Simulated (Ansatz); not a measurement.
Defect: interstitial H in rock-salt NaCl, charge state +1. Computed with PBE, PAW (plane waves to 420 eV; Ansatz, an electronic-structure program).

Cell of 64 host sites held at the relaxed PBE lattice; the Γ point alone; Fermi-Dirac width 0.01 eV, spin-restricted; finite-size errors left in. No zero-point or tunnelling terms. The charge state is imposed; whether it is stable for some Fermi level was not computed. Sites that were not tried may lie lower.

Barriers: single points on a 2×2×2 k-point mesh shifted by half a step at the bands' geometries.

The step: a concerted move, in which H travels most. Atoms about the jump, Cartesian Å from the middle of the jump, before and after:

| atom | x0 | y0 | z0 | x1 | y1 | z1 |
|---|---|---|---|---|---|---|
| H1 | -0.70 | 0.00 | -0.70 | 0.70 | 0.00 | 0.70 |
| Cl2 | 0.41 | 1.10 | -0.70 | 0.70 | 1.10 | -0.41 |
| Na3 | 1.00 | -1.75 | -0.70 | 0.70 | -1.75 | -1.00 |
| Cl4 | -1.82 | -1.12 | -0.70 | -2.12 | -1.47 | -0.73 |
| Cl5 | 0.73 | -1.47 | 2.12 | 0.70 | -1.12 | 1.82 |
| Na6 | -2.44 | 1.70 | -0.70 | -2.26 | 1.38 | -0.68 |
| Na7 | 0.68 | 1.38 | 2.26 | 0.70 | 1.70 | 2.44 |
| Cl8 | -2.16 | 1.43 | 2.12 | -2.12 | 1.43 | 2.16 |

Give the saddle-point geometry and the barrier.


```tsv
atom	x	y	z
H1	-0.11	0.32	0.10
Cl2	0.57	1.23	-0.58
Na3	0.86	-1.77	-0.87
Cl4	-1.98	-1.32	-0.69
Cl5	0.69	-1.32	1.97
Na6	-2.40	1.51	-0.77
Na7	0.76	1.51	2.39
Cl8	-2.08	1.42	2.07
```
It lies 0.26 eV above the start and 0.26 eV above the end. The check of the saddle point's order was inconclusive, and it lies on a symmetry element of the cell, where a band can be held.
